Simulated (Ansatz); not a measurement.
## TaAl (model structure, P4/mmm, No. 123, 2 atoms in the cell)

Method: r²SCAN (Ansatz, a quantum-chemistry and plane-wave program, plane waves, PAW).

Settings: plane-wave cutoff 560 eV, 20×20×14 k mesh (along the axes of the cell as run), Fermi–Dirac smearing 0.05 eV, scalar-relativistic PAW data made under PBE.

Cell (relaxed at this level):

```cif
data_AlTa
_chemical_formula_sum 'Ta1 Al1'
_space_group_name_H-M_alt 'P 1'
_space_group_IT_number 1
_cell_length_a 2.82006
_cell_length_b 2.82006
_cell_length_c 4.16358
_cell_angle_alpha 90.000
_cell_angle_beta 90.000
_cell_angle_gamma 90.000
loop_
_space_group_symop_operation_xyz
  'x, y, z'
loop_
_atom_site_label
_atom_site_type_symbol
_atom_site_fract_x
_atom_site_fract_y
_atom_site_fract_z
_atom_site_occupancy
Ta1 Ta 0.00000 0.00000 0.00000 1
Al1 Al 0.50000 0.50000 0.50000 1
```

```
Property              Value
------------  -------------
band gap      zero (no gap)
bulk modulus        167 GPa
```

Note: the bulk modulus is −V dP/dV from two relaxed cells at ±2 % in volume; the relaxation could raise the start's symmetry but not lower it, so the cell can be a saddle point.

Spin–orbit coupling is not included.

The result took very roughly 110 core-seconds.

A model structure was made by putting elements into a prototype or built by hand; it is no filed structure, need not be a known phase, and can be a saddle point held by its symmetry.
